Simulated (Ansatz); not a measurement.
Consider BeTe in the zinc blende structure (space group F-43m, No. 216).

```yaml
crystal:
  lattice:
    - [0.00000, 2.82847, 2.82847]
    - [2.82847, 0.00000, 2.82847]
    - [2.82847, 2.82847, 0.00000]
  atoms:
    - { symbol: Te, position: [0.75000, 0.75000, 0.75000] }
    - { symbol: Be, position: [0.00000, 0.00000, 0.00000] }
```

Cartesian axes are those of the cell as printed.

Computed with Ansatz (a quantum-chemistry and plane-wave program) r2SCAN, no SOC.

Now apply this change: compressive biaxial strain of 1.99 % in the plane normal to [001], as in epitaxy on a mismatched substrate; the out-of-plane cell vector and the atoms relax.

**Question.** How does this affect the in-plane stress and energy relative to the base?

**Answer.** The mean in-plane stress (compression positive) amounts to +2.4 GPa; the energy rises by 6.5 meV/atom.

No phonon test of stability was made.
